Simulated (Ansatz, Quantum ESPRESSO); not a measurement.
One structure in several programs: LaAl₃Au (I4mm, 5 atoms in the cell)

Self-consistent single point, at a second geometry (lattice scaled by 0.98). First geometry:

```
CELL_PARAMETERS angstrom
     -2.19956     2.19956     5.50630
      2.19956    -2.19956     5.50630
      2.19956     2.19956    -5.50630
ATOMIC_POSITIONS crystal
  La 0.98908 0.98908 0.00000
  Al 0.39835 0.39835 0.00000
  Al 0.25027 0.75027 0.50000
  Al 0.75027 0.25027 0.50000
  Au 0.62802 0.62802 0.00000
```

Shared settings, as Ansatz (a program for electronic structure) writes them: kpoints.mp_grid.grid = 9 9 9; scf.occupations.method = fermi_dirac; scf.occupations.width = 0.0073 Ry. Potentials and cutoffs stand in the table.

```csv
code,model,ΔF from the first geometry (meV/atom),pressure (GPa),largest force (eV/Å),cutoff
Ansatz,"PBEsol, PAW files made with PBE",-7.8,1.86,0.098,default
Quantum ESPRESSO,"PBEsol, GBRV 1.5 ultrasoft (PBESOL) pseudopotentials",-8.8,1.73,0.094,40 Ry
```

Size of the force on each atom (eV/Å): Sizes of forces hide their directions.

```json
[
 {"code": "Ansatz", "La1": "0.046", "Al2": "0.040", "Al3": "0.006", "Al4": "0.006", "Au5": "0.098"},
 {"code": "Quantum ESPRESSO", "La1": "0.052", "Al2": "0.012", "Al3": "0.015", "Al4": "0.015", "Au5": "0.094"}
]
```

On Ansatz's run: spin-orbit coupling is off.

The spread over the programs that give each value: ΔF from the first geometry within 1.0 meV/atom; pressure within 0.13 GPa; largest force within 0.004 eV/Å.

Ansatz's pressure is given at a fixed set of plane waves, as the other plane-wave codes print theirs.

The starting cell comes from a database of computed structures (which also holds hypothetical and non-ambient phases and stackings), without a prior relaxation at this level. Its lattice was rescaled by a random factor within 2.5 % of one. For this run, on top of that: lattice scaled by 0.98.

Keys are those of Ansatz 0.2.
